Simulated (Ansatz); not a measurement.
What isotropic strain +0.49 % does to SiC

Take SiC (space group P6_3mc, No. 186; a = 3.079 Å, c = 15.108 Å) as the base.

Now apply this change: an isotropic linear strain of +0.49 %, atoms relaxed at fixed cell.

Computed with Ansatz (a program for electronic structure), r2SCAN, PAW, cutoff 500 eV, scalar-relativistic without spin-orbit coupling, earlier PAW set. Γ-centred 10×10×2 mesh, Fermi–Dirac width 0.05 eV.

```tsv
quantity	base	changed	shift
volume per atom	10.33 Å³	10.49 Å³	+0.153 Å³
space group	P6_3mc (No. 186)	P6_3mc (No. 186)	–
shortest interatomic distance	3.561 bohr	3.578 bohr	+0.017 bohr
energy relative to the base (free energy F)	0 meV/atom	+1.6 meV/atom	+1.6 meV/atom
pressure (mean of the normal stresses, compression positive)	0.00 GPa	-3.25 GPa	-3.25 GPa
band gap (an upper bound: an edge found on the path is not a true extremum; both cells)	2.39 eV	2.39 eV	0.00 eV
```

Final structure:

```
SiC
1.0
    3.09377     0.00000     0.00000
   -1.54688     2.67928     0.00000
    0.00000     0.00000    15.18190
Si C
6 6
Direct
  0.00000   0.00000   0.99982
  0.00000   0.00000   0.49982
  0.66667   0.33333   0.83308
  0.33333   0.66667   0.33308
  0.66667   0.33333   0.16660
  0.33333   0.66667   0.66660
  0.00000   0.00000   0.87447
  0.00000   0.00000   0.37447
  0.66667   0.33333   0.70810
  0.33333   0.66667   0.20810
  0.66667   0.33333   0.04163
  0.33333   0.66667   0.54163
```

Stability against distortions was not tested.
